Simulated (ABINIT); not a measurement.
ABINIT 10.0.3, DFT, PBE, plane waves, JTH v2.0 PBE PAW: BaS (from the phase in space group 225, mp-1500), 2 atoms. Basis and mesh were picked for this test and aren't claimed converged.

cell: 4.56, 4.56, 4.56 Å; 60, 60, 60°
task: scf
ecut: 15 Ha
pawecutdg: 30 Ha
nband: 16
k mesh (ngkpt): 6×6×6
shiftk: 0×0×0
nstep: 100
tolvrs: 1e-09
occopt: 7
tsmear: 0.002 Ha
prtwf: 0
prtden: 0
paral_kgb: 1
ranks over k-points and spins (np_spkpt): 2
ranks over bands (npband): 1
ranks over FFT planes (npfft): 1
bands a rank in one block (bandpp): 16
wfoptalg: 114
nline: 4 (default)
kptopt: 1 (default)
k-points after symmetry: 16
bands: 16
symmetry operations: 48

Settings of this run: diemac = 12, iscf = 12, iprcel = 0, dielng = 1.07748; 2 ranks.

```
iteration  deltaE (Ha)     residm      nres2
---------  -----------  ---------  ---------
1           -3.632E+01  8.172E-05  2.476E+00
2            1.888E-02  1.542E-05  3.967E-01
3           -3.272E-04  1.813E-05  5.657E-02
4           -2.606E-04  9.188E-06  1.680E-02
5           -1.509E-04  1.327E-06  4.470E-03
6           -6.002E-05  1.972E-07  1.380E-03
7           -2.365E-05  7.003E-08  4.360E-04
8           -8.982E-06  7.318E-09  1.443E-04
9           -3.383E-06  5.278E-09  4.900E-05
10          -1.263E-06  8.345E-10  1.701E-05
11          -4.700E-07  5.291E-10  5.992E-06
12          -1.743E-07  1.741E-10  2.134E-06
13          -6.447E-08  9.129E-11  7.663E-07
14          -2.381E-08  3.896E-11  2.766E-07
15          -8.781E-09  2.002E-11  1.003E-07
16          -3.235E-09  9.579E-12  3.644E-08
17          -1.190E-09  5.173E-12  1.327E-08
18          -4.383E-10  2.562E-12  4.841E-09
19          -1.603E-10  1.447E-12  1.768E-09
20          -5.897E-11  7.257E-13  6.461E-10
```

It converged after 20 SCF iterations.

Q: The cycle is slow. Which setting should be changed?

A: This is not unique; one that fits is iscf = 14 (11 SCF iterations) or iscf = 13 (11 SCF iterations), all else kept. With more settings changed, the fewest of all runs of this system: iscf = 17 (default), npulayit = 7 (default), diemix = 1 (8). The first change moves the result by: energy under 0.001 meV/atom, pressure under 0.001 GPa. Counts are of single runs.
